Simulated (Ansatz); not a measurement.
The structure below was relaxed with PBEsol in Ansatz (plane waves to 420 eV, PAW, no spin-orbit coupling), at pressure −2 GPa.

```
SiO2
1.0
    4.20683     0.00000     0.00000
    0.00000     4.20683     0.00000
    0.00000     0.00000     2.68196
Si O
2 4
Cartesian
  0.00000   0.00000   0.00000
  2.10341   2.10341   1.34098
  1.28883   1.28883   0.00000
  3.39225   0.81458   1.34098
  0.81458   3.39225   1.34098
  2.91799   2.91799   0.00000
```

Question: Find the space group and the Wyckoff positions.

Answer: Space group P4₂/mnm (No. 136); a = 4.2068 Å, b = 4.2068 Å, c = 2.6820 Å, α = 90.00°, β = 90.00°, γ = 90.00°

| atom | site | symmetry | x | y | z |
|---|---|---|---|---|---|
| Si | 2a | m.mm | 0.0000 | 0.0000 | 0.0000 |
| O | 4f | m.2m | 0.3064 | 0.3064 | 0.0000 |

Load acts through the strain it causes; cell and atoms are relaxed under it. No phonon test of stability was made. The cell was made from SiO2 in the rutile structure (space group P4_2/mnm, No. 136) by this change: pressure −2 GPa.

Ansatz is a program for electronic structure.
